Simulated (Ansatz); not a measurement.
The reference is AlCo in the CsCl type structure (space group Pm-3m, No. 221; a = 2.824 Å; weakly magnetic (sensitive to the mesh); relaxed with 0.1 eV smearing). Axes: x, y, z lie along the cube axes.

All numbers come from r2SCAN (Ansatz, a program for electronic structure; PAW; 500 eV plane waves; no spin-orbit coupling), earlier PAW set.

Modification: every lattice vector is stretched by 1.28 %; the atoms relax in the strained cell.

### Question
Predict the stress tensor and what it implies for the stiffness.

### Answer
Stress of the strained cell less that of the base (GPa, compression positive):
```
   -6.8     0.0     0.0
    0.0    -6.8     0.0
    0.0     0.0    -6.8
```

Then B = −ΔP/(ΔV/V₀) with ΔV/V₀ = 0.0389 gives secant stiffness values (nonlinear terms included at this strain): B ≈ 174 GPa.

As a check, the harmonic strain energy −½ V₀ Δσ:ε is 9.2 meV/atom; the computed energy rise is 9.6 meV/atom.

Other magnetic orders, which the real material may have, were not ruled out. Stability against distortions was not tested.
